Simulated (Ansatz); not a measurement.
**A computed series for BP: response to strain**

Consider BP in the zinc blende structure (space group F-43m, No. 216; a = 4.537 Å). Axes: x, y, z lie along the cube axes.

Strains are applied to the cell and any free atomic positions relax; under biaxial strain the out-of-plane vector relaxes too.

Level of theory: plane-wave PAW DFT at the r2SCAN level (Ansatz, a first-principles code, 500 eV), spin-orbit coupling left out.

Candidates:
(a) biaxial strain −2.08 %, plane normal [111], relaxed out of plane
(b) biaxial strain −1.25 %, plane normal [111], relaxed out of plane
(c) biaxial strain −0.42 %, plane normal [111], relaxed out of plane
(d) biaxial strain −1.67 %, plane normal [111], relaxed out of plane
(e) biaxial strain −2.50 %, plane normal [111], relaxed out of plane

Before the change:

The band gap comes out as 1.41 eV.

Question: Order them by band gap, highest first.

Answer: (c) biaxial strain −0.42 %, plane normal [111], relaxed out of plane (1.38 eV), (b) biaxial strain −1.25 %, plane normal [111], relaxed out of plane (1.32 eV), (d) biaxial strain −1.67 %, plane normal [111], relaxed out of plane (1.28 eV), (a) biaxial strain −2.08 %, plane normal [111], relaxed out of plane (1.24 eV), (e) biaxial strain −2.50 %, plane normal [111], relaxed out of plane (1.19 eV)

No phonon test of stability was made.
